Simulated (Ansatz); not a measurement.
The parent structure is AlPt (space group P2_13, No. 198; a = 4.868 Å; a cell from a computed database, its experimental status unchecked). Axes: x, y, z lie along the cube axes.

The values are results of Kohn–Sham DFT with the PBEsol functional, run in Ansatz (an electronic-structure program) with PAW and 420 eV plane waves, spin-orbit coupling left out, not measurements.

Strains are applied to the cell and any free atomic positions relax; under biaxial strain the out-of-plane vector relaxes too.

One change was made to it. Results:

The pressure goes from zero to -16.0 GPa; the energy rises by 85 meV/atom.

Question: Which of these changes matches the shifts?
A) biaxial strain +0.52 %, plane normal [110], relaxed out of plane
B) isotropic strain +3.43 %
C) biaxial strain −0.26 %, plane normal [110], relaxed out of plane
D) biaxial strain +3.14 %, plane normal [111], relaxed out of plane
E) uniaxial strain ε_yy = +2.63 %

Answer: B, isotropic strain +3.43 %. For comparison, the energy relative to the base in the other runs: biaxial strain −0.26 %, plane normal [110], relaxed out of plane gives +0.2 meV/atom; uniaxial strain ε_yy = +2.63 % gives +9.1 meV/atom; biaxial strain +0.52 %, plane normal [110], relaxed out of plane gives +0.8 meV/atom; biaxial strain +3.14 %, plane normal [111], relaxed out of plane gives +25 meV/atom.

Without a gap, meshes like the base's 10×10×10 leave anisotropic stresses uncertain by several tenths of a GPa, and small strain energies with them. Whether these cells are dynamically stable was not tested. All final runs are without spin polarisation.
